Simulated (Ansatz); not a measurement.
Seebeck coefficient (μV/K, mean over directions) of n-type Zn2InGaO5 (P6_3/mmc) against carrier density, PBEsol, rigid bands (Ansatz, a program for electronic structure). Computed gap 1.24 eV; densities at which minority carriers matter at this gap, or further valleys turn the trend, are left out. Conductivity mass 0.20 mₑ (harmonic mean over directions), N_c = 2.1e18 cm⁻³ at 300 K.

| electron density | 300 K | 500 K |
|---|---|---|
| 1e16 cm⁻³ | [?] | -746 |
| 1e17 cm⁻³ | -480 | -548 |
| 1e18 cm⁻³ | -285 | -351 |
| 3e18 cm⁻³ | -197 | -260 |
| 1e19 cm⁻³ | -115 | -168 |
| 3e19 cm⁻³ | -62 | -99 |
| 1e20 cm⁻³ | -31 | -51 |
| 3e20 cm⁻³ | -17 | [?] |
| 1e21 cm⁻³ | -7 | -12 |

### Question
What belongs in the gaps?

### Answer

- 1e16 cm⁻³, 300 K: -678
- 3e20 cm⁻³, 500 K: -28

Rigid bands with a gap fixed in temperature, one relaxation time for all states, no polarons or phonon drag, and whether or not such doping can be reached. Spin-orbit coupling is left out.

Computed structure with no diffraction record at hand here (it may be known, metastable or hypothetical): Zn2InGaO5 (P6_3/mmc).
